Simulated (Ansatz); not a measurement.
A computed series for Cu3Au: pressure series

Consider Cu3Au in the Cu3Au type structure (space group Pm-3m, No. 221; a = 3.781 Å).

Cell and atoms are relaxed at each pressure.

Calculations: Kohn–Sham DFT with the PBE functional, run in Ansatz (a program for electronic structure) with PAW and 420 eV plane waves, scalar-relativistic without spin-orbit coupling.

Two rows of this table had their results exchanged by mistake.

| pressure | volume per atom (Å³) | shortest distance (Å) | band gap |
|---|---|---|---|
| pressure −2 GPa | 13.71 | 2.686 | zero |
| pressure −1 GPa | 13.61 | 2.680 | zero |
| pressure 3 GPa | 13.24 | 2.655 | zero |
| pressure 7 GPa | 10.99 | 2.496 | zero |
| pressure 15 GPa | 12.41 | 2.599 | zero |
| pressure 30 GPa | 11.69 | 2.547 | zero |
| pressure 50 GPa | 12.93 | 2.634 | zero |
| pressure 75 GPa | 10.36 | 2.447 | zero |
| pressure 100 GPa | 9.88 | 2.409 | zero |

Q: Which two?

A: The rows for pressure 7 GPa and pressure 50 GPa: the volume has to fall steadily with pressure, so 12.93 Å³ belongs to pressure 7 GPa and 10.99 Å³ to pressure 50 GPa.

Load acts through the strain it causes; cell and atoms are relaxed under it. Stability against distortions was not tested. Competing high-pressure phases were not computed. All final runs are without spin polarisation.
